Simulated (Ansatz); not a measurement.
Base system: ZnS in the zinc blende structure (space group F-43m, No. 216; a = 5.357 Å). Axes: x, y, z lie along the cube axes.

Method: PBEsol (Ansatz, an electronic-structure program; PAW; 420 eV plane waves; no spin-orbit coupling), earlier PAW set.

For the base:

The pressure comes out as -0.01 GPa.

Now apply this change: tensile biaxial strain of 2.45 % in the plane normal to [001], as in epitaxy on a mismatched substrate; the out-of-plane cell vector and the atoms relax.

Q: How does this affect the hole mass and pressure?

A: The hole mass comes out as 0.18 mₑ out of plane, 0.66 mₑ in plane (at Γ); the pressure (mean of the normal stresses, compression positive) decreases by 1.41 GPa (-0.01 GPa → -1.42 GPa).

The levels and masses belong to the bands next to the band gap. Effective masses come from finite differences of ±0.01 Å⁻¹. Stability against distortions was not tested.
